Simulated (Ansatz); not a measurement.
Base system: TiAl$_{3}$ (space group I4/mmm, No. 139; relaxed with 0.1 eV smearing).

```
TiAl3
1.0
   -1.91312     1.91312     4.27709
    1.91312    -1.91312     4.27709
    1.91312     1.91312    -4.27709
Al Ti
3 1
Direct
  0.50000   0.50000   0.00000
  0.75000   0.25000   0.50000
  0.25000   0.75000   0.50000
  0.00000   0.00000   0.00000
```

Cartesian axes are those of the cell as printed.

The values are results of Ansatz (a first-principles code) r2SCAN, spin-orbit coupling left out, not measurements.

Strains are applied to the cell and any free atomic positions relax; under biaxial strain the out-of-plane vector relaxes too; under stress the whole cell relaxes.

One change was made to it. Results:

```tsv
quantity	base	after
volume per atom	15.65 Å³	15.76 Å³
energy relative to the base (free energy F)	0 meV/atom	+0.5 meV/atom
```

### Question
Name the change that was made.
A. tensor shear ε_yz = −3.02 %
B. tensor shear ε_yz = +1.68 %
C. isotropic strain +4.74 %
D. biaxial strain +0.44 %, plane normal [001], relaxed out of plane
E. uniaxial stress, 8 GPa compression along z

### Answer
D, biaxial strain +0.44 %, plane normal [001], relaxed out of plane. For comparison, the energy relative to the base in the other runs: tensor shear ε_yz = −3.02 % gives +19 meV/atom; tensor shear ε_yz = +1.68 % gives +5.8 meV/atom; uniaxial stress, 8 GPa compression along z gives +14 meV/atom; isotropic strain +4.74 % gives +99 meV/atom.

Beyond what the load breaks, stability against distortions was not tested. The final runs are not spin-polarised.
